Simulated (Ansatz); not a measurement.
Ir: pressure series

Base system: Ir in the fcc (Cu type) structure (space group Fm-3m, No. 225; a = 3.830 Å).

Cell and atoms are relaxed at each pressure.

Calculations: PBEsol in Ansatz (plane waves to 420 eV, PAW, without spin-orbit coupling).

Notes on the quantities. enthalpy: H = E + PV relative to the base's energy.

```json
[
 {"variant": "base", "shortest interatomic distance": "270.9 pm", "enthalpy": "–"},
 {"variant": "pressure −2 GPa", "shortest interatomic distance": "[?]", "enthalpy": "-0.18 eV/atom"},
 {"variant": "pressure −1 GPa", "shortest interatomic distance": "271.1 pm", "enthalpy": "-0.09 eV/atom"},
 {"variant": "pressure 1.8 GPa", "shortest interatomic distance": "[?]", "enthalpy": "+0.16 eV/atom"},
 {"variant": "pressure 4.2 GPa", "shortest interatomic distance": "269.9 pm", "enthalpy": "+0.37 eV/atom"},
 {"variant": "pressure 9 GPa", "shortest interatomic distance": "268.9 pm", "enthalpy": "+0.78 eV/atom"},
 {"variant": "pressure 18 GPa", "shortest interatomic distance": "267.1 pm", "enthalpy": "+1.54 eV/atom"},
 {"variant": "pressure 30 GPa", "shortest interatomic distance": "265.0 pm", "enthalpy": "+2.54 eV/atom"},
 {"variant": "pressure 45 GPa", "shortest interatomic distance": "[?]", "enthalpy": "+3.76 eV/atom"},
 {"variant": "pressure 60 GPa", "shortest interatomic distance": "[?]", "enthalpy": "+4.94 eV/atom"}
]
```

### Question
What belongs in the blanks?

### Answer

- pressure −2 GPa, shortest interatomic distance: 271.3 pm
- pressure 1.8 GPa, shortest interatomic distance: 270.4 pm
- pressure 45 GPa, shortest interatomic distance: 262.6 pm
- pressure 60 GPa, shortest interatomic distance: 260.6 pm

Load acts through the strain it causes; cell and atoms are relaxed under it. No phonon test of stability was made. Competing high-pressure phases were not computed. The final runs are not spin-polarised.

Ansatz is an electronic-structure program.
